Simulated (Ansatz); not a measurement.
The starting structures come from a database of crystals and need not be the phases stable at ambient conditions.

 Where the default PAW files enter, the runs use the earlier of Ansatz's two default sets.

Tunnelling through a barrier is set by its complex band structure: the current falls as exp(−2κd) with the smallest κ.

Input:

```xyz
12
Lattice="4.8116 0.0000 0.0000 0.0000 7.2831 0.0000 0.4080 0.0000 4.7631" Properties=species:S:1:pos:R:3 pbc="T T T"
Bi     4.2063     5.4623     0.6249
Bi     1.0133     1.8208     4.1382
P      1.8673     5.4623     3.1434
P      3.3523     1.8208     1.6196
O      1.1712     4.2615     3.8603
O      4.0484     3.0215     0.9027
O      4.0484     0.6200     0.9027
O      1.1712     6.6631     3.8603
O      1.8213     1.8208     1.4140
O      3.3983     5.4623     3.3491
O      1.6164     5.4623     1.6196
O      3.6032     1.8208     3.1435
```

Space group of this cell: P2_1/m. The cell is taken as given; by r2SCAN its mean pressure is -3.9 GPa.

Transport runs along the normal of the first two printed cell vectors.

The gap is the functional's own, uncorrected, and κ follows it; spin-orbit coupling is left out. Mid-gap values are interpolated between the computed energies.

State the band gap and the smallest decay constant κ at mid-gap according to r2SCAN (Ansatz, a quantum-chemistry and plane-wave program).

Gap 4.20 eV on a 6×4×6 mesh; κ = 0.331 1/Å, at the zone centre.
